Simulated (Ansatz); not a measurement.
## TaO₂F (P4₂/mmc, No. 131, 8 atoms in the cell; start mp-33997)

Computed with PBE0 (PAW; Ansatz, a program for electronic structure).

Settings: plane-wave cutoff 460 eV, 6×6×4 k mesh (along the axes of the cell as run), Fermi–Dirac smearing 0.01 eV, scalar-relativistic PAW data made under PBE.

Cell (relaxed with PBEsol):

```
TaFO2
1.0
    3.94265     0.00000     0.00000
    0.00000     3.94265     0.00000
    0.00000     0.00000     7.70928
Ta O F
2 4 2
Direct
  0.00000   0.00000   0.00000
  0.00000   0.00000   0.50000
  0.00000   0.00000   0.25000
  0.00000   0.00000   0.75000
  0.50000   0.00000   0.00000
  0.00000   0.50000   0.50000
  0.00000   0.50000   0.00000
  0.50000   0.00000   0.50000
```

| Quantity | Value |
|---|---|
| band gap | 4.32 eV (on the SCF k mesh) |
| smallest direct gap on the k points sampled | 4.80 eV |

Note: cell and atoms aren't relaxed at this level (pressure -1.0 GPa).

Spin–orbit coupling is not included.

Computed values are for the static lattice.

Computing time: roughly 4 core-minutes.

A start named mp-… is a Materials Project structure, which need not be a measured phase.
